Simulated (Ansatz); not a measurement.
```
AgNbO3
1.0
    3.94989     0.00000     0.00000
    0.00000     3.94989     0.00000
    0.00000     0.00000     3.94989
Nb Ag O
1 1 3
Direct
  0.00000   0.00000   0.00000
  0.50000   0.50000   0.50000
  0.50000   0.00000   0.00000
  0.00000   0.50000   0.00000
  0.00000   0.00000   0.50000
```

Method: PBEsol with spin-orbit coupling, rigid bands (plane waves, PAW; Ansatz, an electronic-structure program). Condition of this run: spin-orbit coupling switched on. Geometry: cell and atoms relaxed with PBEsol.

Problem. What conductivity effective mass do dilute holes have at 300 K?

Solution. 1.94 mₑ.

Problem. Predict the electron conductivity mass (n e² τ/σ) at 300 K, by direction if it differs.

Solution. 0.40 mₑ.

Problem. And the band gap?

Solution. 1.39 eV at this level; semilocal functionals usually fall short of the measured gap.

Rigid bands, one relaxation time for all states, no polarons.

Computed structure, not matched to a measured one here, so possibly hypothetical: NbAgO3 (Pm-3m).
